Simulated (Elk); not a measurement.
Worked example: self-consistent single point of Ag (Fm-3m, 1 atom in the cell) in Elk.

Method: PBE, all-electron FP-LAPW, Elk's shipped species files, APW+lo basis with extra local orbitals (Elk).

```yaml
crystal:
  lattice:
    - [0.00000, 2.05523, 2.05523]
    - [2.05523, 0.00000, 2.05523]
    - [2.05523, 2.05523, 0.00000]
  atoms:
    - { symbol: Ag, position: [0.00000, 0.00000, 0.00000] }
```

Reference input (self-consistent single point, DFT, PBE, all-electron FP-LAPW, Elk's shipped species files, APW+lo basis with extra local orbitals): xctype = 20; rgkmax = 8; stype = 3; swidth = 0.00367493 Ha; ngridk = 14 14 14; gmaxvr = 14 1/bohr; nxlo = 2; lorbcnd = true; rmtscf = 0.99; lmaxi = 2. This run's input differs from it in these lines:

```diff
@@ -30,2 +30,8 @@
 
+epspot
+  3.7e-16
+
+epsengy
+  3.7e-14
+
 scale
```

Output (repeated stretches shortened):

```
│ Self-consistent loop started │
│ Loop number : 1 │
 total energy                :     -5315.13259213
│ Loop number : 2 │
 total energy                :     -5315.34836989
RMS change in Kohn-Sham potential (target) :   0.1336290246     (  0.3700000000E-15)
Absolute change in total energy (target)   :   0.2157777616     (  0.3700000000E-13)
│ Loop number : 3 │
 total energy                :     -5315.56971217
RMS change in Kohn-Sham potential (target) :   0.1281248680     (  0.3700000000E-15)
Absolute change in total energy (target)   :   0.2752867205     (  0.3700000000E-13)
│ Loop number : 4 │
   [... lines left out ...]
Absolute change in total energy (target)   :   0.4916182661E-07 (  0.3700000000E-13)
│ Loop number : 198 │
 total energy                :     -5317.39142364
RMS change in Kohn-Sham potential (target) :   0.1962122654E-08 (  0.3700000000E-15)
Absolute change in total energy (target)   :   0.3575405572E-07 (  0.3700000000E-13)
│ Loop number : 199 │
 total energy                :     -5317.39142354
RMS change in Kohn-Sham potential (target) :   0.2201799777E-08 (  0.3700000000E-15)
Absolute change in total energy (target)   :   0.1075113687E-06 (  0.3700000000E-13)
│ Loop number : 200 │
Reached self-consistent loops maximum

Energies :
 Fermi                       :     0.244392589452
 total energy                :     -5317.39142367

Density of states at Fermi energy :    7.661382379
 (states/Hartree/unit cell)

Estimated indirect band gap :   0.2783784656E-02
 from k-point     15 to k-point     67
Estimated direct band gap   :   0.1085664522
 at k-point     67

Charges :
 core                        :    28.00000000
 valence                     :    19.00000000
 interstitial                :    1.085315492
 muffin-tins (core leakage)
  species :    1 (Ag)
   atom    1                 :    45.91468451     (  0.1689855367E-08)
 total in muffin-tins        :    45.91468451
 total calculated charge     :    46.99972336
 total charge                :    47.00000000
 error                       :   0.2766429017E-03

│ Self-consistent loop stopped │
```

The run ended unconverged after 200 iterations. 

The starting cell has typed, rounded lattice constants, without a prior relaxation at this level. Its lattice was rescaled by up to half a per cent. Values depend on the basis (sphere radii, cutoffs, local orbitals), which need not be converged.

Cost on one core of a shared machine: roughly 2 min.
